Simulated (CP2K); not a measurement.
Worked example: self-consistent single point of CsCaH3 (P4mm, 5 atoms in the cell) in CP2K.

Method of the run: LDA (Pade form), GPW, DZVP-MOLOPT-SR-GTH basis, GTH-PADE potentials (GTH_POTENTIALS) (CP2K).

```
CELL_PARAMETERS angstrom
      4.59808     0.00000     0.00000
      0.00000     4.59808     0.00000
      0.00000     0.00000     4.59808
ATOMIC_POSITIONS crystal
  Cs 0.00000 0.00000 0.01087
  Ca 0.50000 0.50000 0.50000
  H  0.50000 0.00000 0.50000
  H  0.00000 0.50000 0.50000
  H  0.50000 0.50000 0.00000
```

Reference input (self-consistent single point, DFT LDA (Pade form), GPW, DZVP-MOLOPT-SR-GTH basis, GTH-PADE potentials (GTH_POTENTIALS)): CUTOFF = 500 Ry; REL_CUTOFF = 40 Ry; KPOINTS/SCHEME = MONKHORST-PACK 3 3 3; XC_FUNCTIONAL = PADE; Cs/BASIS_SET = DZVP-MOLOPT-SR-GTH-q9; Cs/POTENTIAL = GTH-PADE-q9; Ca/BASIS_SET = DZVP-MOLOPT-SR-GTH-q10; Ca/POTENTIAL = GTH-PADE-q10; H/BASIS_SET = DZVP-MOLOPT-SR-GTH-q1; H/POTENTIAL = GTH-PADE-q1; METHOD = GPW; EPS_DEFAULT = 1e-10. This run's input differs from it in these lines:

```diff
@@ -36,3 +36,3 @@
     &KPOINTS
-      SCHEME MONKHORST-PACK 3 3 3
+      SCHEME MACDONALD 7 7 7 0.07142857143 0.07142857143 0.07142857143
     &END KPOINTS
```

Output, abridged:

```
 SCF WAVEFUNCTION OPTIMIZATION

  Step     Update method      Time    Convergence         Total energy    Change
     1 NoMix/Diag. 0.40E+00      -     1.13322491       -58.5852597162 -5.86E+01
     2 Broy./Diag. 0.40E+00      -     0.01302579       -58.6331579908 -4.79E-02
     3 Broy./Diag. 0.40E+00      -     0.03419129       -58.6241205986  9.04E-03
     4 Broy./Diag. 0.40E+00      -     0.03325591       -58.6984742279 -7.44E-02
     5 Broy./Diag. 0.40E+00      -     0.01776559       -58.7261208358 -2.76E-02
     6 Broy./Diag. 0.40E+00      -     0.00907668       -58.7109916199  1.51E-02
   [... 5 lines left out ...]
    12 Broy./Diag. 0.40E+00      -     0.00001599       -58.7051436704  7.93E-05
    13 Broy./Diag. 0.40E+00      -     0.00000486       -58.7051169320  2.67E-05
    14 Broy./Diag. 0.40E+00      -     0.00000101       -58.7051096194  7.31E-06
    15 Broy./Diag. 0.40E+00      -     0.00000079       -58.7051108503 -1.23E-06
  *** SCF run converged in    15 steps ***

  Overlap energy of the core charge distribution:               0.00000000000000
  Self energy of the core charge distribution:               -118.87763853342788
  Core Hamiltonian energy:                                     26.52678549124186
  Hartree energy:                                              42.86326627182164
  Exchange-correlation energy:                                 -9.21752407994225

  Total energy:                                               -58.70511085030664

 ENERGY| Total FORCE_EVAL ( QS ) energy [hartree]            -58.705111214559274

 FORCES| Atomic forces [hartree/bohr]
 FORCES|   Atom     x               y               z               |f|
 FORCES|      1  3.56856387E-12  3.56393387E-12 -1.48351986E-03   1.48351986E-03
   [... lines left out ...]

 STRESS| Analytical stress tensor [bar]
 STRESS|                        x                   y                   z
 STRESS|      x       -2.64176739046E+04   4.55527396611E-05   4.39728380352E-05
 STRESS|      y        4.55527396611E-05  -2.64176619427E+04   4.39831006549E-05
 STRESS|      z        4.39728380352E-05   4.39831006549E-05  -2.64273202316E+04
 STRESS| 1/3 Trace                                            -2.64208853596E+04
```

The run converged in 15 iterations. Against the reference run the free energy drops by 4.1 meV/atom, the pressure moves little (-2.70 to -2.64 GPa), the largest force goes from 0.070 to 0.076 eV/Å and the gap on the mesh goes from 3.700 to 2.818 eV.

The starting cell comes from a database of computed structures (which also holds hypothetical and non-ambient phases and stackings), without a prior relaxation at this level. Its lattice was rescaled by up to half a per cent. One atom was moved a little off its site on purpose. Values carry the incompleteness of an atom-centred basis. Another mesh or the band path of this cell gives a smaller gap, so this value is not converged in the mesh.

Cost on one core of a shared machine: roughly 50 s.
